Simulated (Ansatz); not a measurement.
Phonon-limited electron mobility of C (Fd-3m) in cm²/(V·s), PBE, finite-displacement electron-phonon coupling, linearised Boltzmann equation in Ansatz (a first-principles code). Condition of this run: carrier concentrations 1e17 to 1e20 per cm^3 at 300 and 400 K. Geometry: relaxed with this functional, without spin-orbit coupling.

```json
[
 {"Condition": "300 K, 1e17 cm⁻³", "μ": "1590"},
 {"Condition": "300 K, 1e18 cm⁻³", "μ": "1580"},
 {"Condition": "300 K, 1e19 cm⁻³", "μ": "1540"},
 {"Condition": "300 K, 1e20 cm⁻³", "μ": "1250"},
 {"Condition": "400 K, 1e17 cm⁻³", "μ": "830"},
 {"Condition": "400 K, 1e18 cm⁻³", "μ": "…"},
 {"Condition": "400 K, 1e19 cm⁻³", "μ": "…"},
 {"Condition": "400 K, 1e20 cm⁻³", "μ": "677"}
]
```

Task: What belongs in the gaps?

Result: 
- 400 K, 1e18 cm⁻³, μ: 828
- 400 K, 1e19 cm⁻³, μ: 811

Scattering by harmonic phonons alone: no impurities, screening or carrier-carrier scattering, bands fixed at 0 K. From a coarser fine mesh the values given move by up to 1 %.
